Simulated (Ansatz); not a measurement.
The starting structures come from a database of crystals and need not be the phases stable at ambient conditions.

The decay constant κ of evanescent states in the gap governs leakage through a thin film.

Data:

```xyz
6
Lattice="4.7758 0.0000 0.0000 0.0000 4.7758 0.0000 0.0000 0.0000 7.8002" Properties=species:S:1:pos:R:3 pbc="T T T"
Ba     2.3879     0.0000     6.4500
Ba     0.0000     2.3879     1.3502
H      2.3879     2.3879     0.0000
H      0.0000     0.0000     0.0000
I      0.0000     2.3879     5.1448
I      2.3879     0.0000     2.6554
```

Space group of this cell: P4/nmm. The cell is taken as given.

Transport runs along the normal of the first two printed cell vectors, the (001) plane of the conventional cell.

The gap is the functional's own, uncorrected, and κ follows it; spin-orbit coupling is left out. Mid-gap values are interpolated between the computed energies.

Task: State the band gap and the smallest decay constant κ at mid-gap according to r2SCAN in Ansatz (a first-principles code).

Result: Gap 3.22 eV on a 6×6×4 mesh; κ = 0.322 1/Å, at (0.500, 0.500) of the in-plane reciprocal vectors. At the zone centre, at the nearest computed energy, the slowest state has κ = 0.39 1/Å.
